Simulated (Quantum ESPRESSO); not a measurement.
The steps of a band-structure calculation for SrCu₂Sb₂ (P4/nmm, 10 atoms in the cell) with Quantum ESPRESSO.

Method: PBEsol, PSlibrary ultrasoft (PBE) pseudopotentials (plane waves; Quantum ESPRESSO).

Step 1 (scf):

```fortran
&CONTROL
    calculation = 'scf',
    prefix = 'scf',
    outdir = './out',
    pseudo_dir = './',
    tprnfor = .true.,
    tstress = .true.,
/
&SYSTEM
    ibrav = 0,
    nat = 10,
    ntyp = 3,
    ecutwfc = 50,
    ecutrho = 350,
    occupations = 'smearing',
    smearing = 'mp',
    degauss = 0.0147,
    input_dft = 'pbesol',
/
&ELECTRONS
    conv_thr = 1.0d-10,
    mixing_beta = 0.3,
/
ATOMIC_SPECIES
Sr    87.6200  Sr.pbe-spn-rrkjus_psl.1.0.0.UPF
Cu    63.5460  Cu.pbe-dn-rrkjus_psl.1.0.0.UPF
Sb   121.7600  Sb.pbe-n-rrkjus_psl.1.0.0.UPF
ATOMIC_POSITIONS {alat}
Sr    0.5000000000    0.0000000000    0.5575195604
Sr    0.0000000000    0.5000000000    1.7987610719
Cu    0.5000000000    0.0000000000    1.4913135750
Cu    0.0000000000    0.5000000000    0.8649670573
Cu    0.0000000000    0.0000000000    0.0000000000
Cu    0.5000000000    0.5000000000    0.0000000000
Sb    0.0000000000    0.5000000000    0.3028527497
Sb    0.5000000000    0.0000000000    2.0534278826
Sb    0.5000000000    0.5000000000    1.1781403161
Sb    0.0000000000    0.0000000000    1.1781403161
K_POINTS {automatic}
3 3 2  0 0 0
CELL_PARAMETERS {angstrom}
   4.5662600000     0.0000000000     0.0000000000
   0.0000000000     4.5662600000     0.0000000000
   0.0000000000     0.0000000000    10.7593900000
```

Step 2 (bands):

```fortran
&CONTROL
    calculation = 'bands',
    prefix = 'scf',
    outdir = './out',
    pseudo_dir = './',
    verbosity = 'high',
/
&SYSTEM
    ibrav = 0,
    nat = 10,
    ntyp = 3,
    ecutwfc = 50,
    ecutrho = 350,
    occupations = 'smearing',
    smearing = 'mp',
    degauss = 0.0147,
    nbnd = 53,
    input_dft = 'pbesol',
/
&ELECTRONS
    conv_thr = 1.0d-10,
    startingwfc = 'random',
    diago_thr_init = 1.0d-6,
    diagonalization = 'cg',
/
ATOMIC_SPECIES
Sr    87.6200  Sr.pbe-spn-rrkjus_psl.1.0.0.UPF
Cu    63.5460  Cu.pbe-dn-rrkjus_psl.1.0.0.UPF
Sb   121.7600  Sb.pbe-n-rrkjus_psl.1.0.0.UPF
ATOMIC_POSITIONS {alat}
Sr    0.5000000000    0.0000000000    0.5575195604
Sr    0.0000000000    0.5000000000    1.7987610719
Cu    0.5000000000    0.0000000000    1.4913135750
Cu    0.0000000000    0.5000000000    0.8649670573
Cu    0.0000000000    0.0000000000    0.0000000000
Cu    0.5000000000    0.5000000000    0.0000000000
Sb    0.0000000000    0.5000000000    0.3028527497
Sb    0.5000000000    0.0000000000    2.0534278826
Sb    0.5000000000    0.5000000000    1.1781403161
Sb    0.0000000000    0.0000000000    1.1781403161
K_POINTS {crystal_b}
12
  0.00000000   0.00000000   0.00000000   7  ! G
  0.00000000   0.50000000   0.00000000   7  ! X
  0.50000000   0.50000000   0.00000000  10  ! M
  0.00000000   0.00000000   0.00000000   3  ! G
  0.00000000   0.00000000   0.50000000   7  ! Z
  0.00000000   0.50000000   0.50000000   7  ! R
  0.50000000   0.50000000   0.50000000  10  ! A
  0.00000000   0.00000000   0.50000000   1  ! Z
  0.00000000   0.50000000   0.00000000   3  ! X
  0.00000000   0.50000000   0.50000000   1  ! R
  0.50000000   0.50000000   0.00000000   3  ! M
  0.50000000   0.50000000   0.50000000   1  ! A
CELL_PARAMETERS {angstrom}
   4.5662600000     0.0000000000     0.0000000000
   0.0000000000     4.5662600000     0.0000000000
   0.0000000000     0.0000000000    10.7593900000
```

Step 3 (bands.x):

```fortran
&BANDS
    prefix = 'scf',
    outdir = './out',
    filband = 'bands.dat',
    lsym = .false.,
/
```

Output of bands (abridged):

```
     file Cu.pbe-dn-rrkjus_psl.1.0.0.UPF: wavefunction(s)  3D renormalized
     file Sb.pbe-n-rrkjus_psl.1.0.0.UPF: wavefunction(s)  5S renormalized

     Atomic positions and unit cell read from directory:
     ./out/scf.save/

     Message from routine setup:
     using ibrav=0 with symmetry is DISCOURAGED, use correct ibrav instead
     G-vector sticks info
     --------------------
   [... lines left out ...]
     unit-cell volume          =    1513.9291 (a.u.)^3
   [... lines left out ...]

     Band Structure Calculation
     CG style diagonalization

     ethr =  1.00E-06,  avg # of iterations = 53.2

     End of band structure calculation

          k = 0.0000 0.0000 0.0000 (  9049 PWs)   bands (ev):

   -26.3983 -26.3981  -8.5394  -8.5116  -8.4310  -8.4310  -8.4295  -8.4295
    -2.9620  -1.4871  -0.4495   1.6026   3.5605   4.1378   4.2534   4.2534
     5.0158   5.2283   5.3771   5.3771   5.7203   5.7203   5.7590   5.7750
     5.7913   5.8495   5.8667   5.8667   6.2127   6.2198   6.4238   6.5091
     6.5376   6.6553   6.6554   6.7047   7.1438   7.1438   9.0705   9.1781
     9.2753   9.4154   9.4154   9.5437  10.6538  11.0975  11.1613  11.1614
    11.2737  11.6098  11.6100  12.5442  12.8686

          k = 0.0000 0.0714 0.0000 (  9035 PWs)   bands (ev):

   -26.3982 -26.3980  -8.5382  -8.5112  -8.4355  -8.4341  -8.4304  -8.4290
    -2.9270  -1.4609  -0.4378   1.4786   3.5714   4.1565   4.2771   4.3168
     5.0285   5.2311   5.3553   5.3742   5.6980   5.7235   5.7765   5.7815
     5.7961   5.7997   5.8430   5.8570   6.1735   6.2183   6.4150   6.4506
     6.5337   6.6213   6.7069   6.7250   7.0498   7.2176   8.7828   9.2315
     9.3128   9.3475   9.5460   9.6994  10.6340  10.8195  11.1191  11.1374
    11.4324  11.4981  11.8788  12.3766  12.6624

   [... 58 blocks of this kind left out ...]
```

Output of bands.x (abridged):

```
     Reading xml data from directory:

     ./out/scf.save/
     file Cu.pbe-dn-rrkjus_psl.1.0.0.UPF: wavefunction(s)  3D renormalized
     file Sb.pbe-n-rrkjus_psl.1.0.0.UPF: wavefunction(s)  5S renormalized

     G-vector sticks info
     --------------------
     sticks:   dense  smooth     PW     G-vecs:    dense   smooth      PW
     Sum        2077    1201    349               167525    72419   11325

     Reading collected, re-writing distributed wavefunctions
     high-symmetry point:  0.0000 0.0000 0.0000   x coordinate   0.0000
     high-symmetry point:  0.0000 0.5000 0.0000   x coordinate   0.5000
     high-symmetry point:  0.5000 0.5000 0.0000   x coordinate   1.0000
     high-symmetry point:  0.0000 0.0000 0.0000   x coordinate   1.7071
     high-symmetry point:  0.0000 0.0000 0.2122   x coordinate   1.9193
     high-symmetry point:  0.0000 0.5000 0.2122   x coordinate   2.4193
     high-symmetry point:  0.5000 0.5000 0.2122   x coordinate   2.9193
     high-symmetry point:  0.0000 0.0000 0.2122   x coordinate   3.6264
     high-symmetry point:  0.0000 0.5000 0.0000   x coordinate   3.6264
     high-symmetry point:  0.0000 0.5000 0.2122   x coordinate   3.8386
     high-symmetry point:  0.5000 0.5000 0.0000   x coordinate   3.8386
     high-symmetry point:  0.5000 0.5000 0.2122   x coordinate   4.0508

     Plottable bands (eV) written to file bands.dat.gnu
     Bands written to file bands.dat

   JOB DONE.
```

The starting cell comes from a database of computed structures (which also holds hypothetical and non-ambient phases and stackings), without a prior relaxation at this level. Spin-orbit coupling is off. Spin polarisation is off. The run gives no clean gap (levels at the Fermi energy touch, overlap or are partly filled at this smearing), which alone does not show that the compound is a metal.
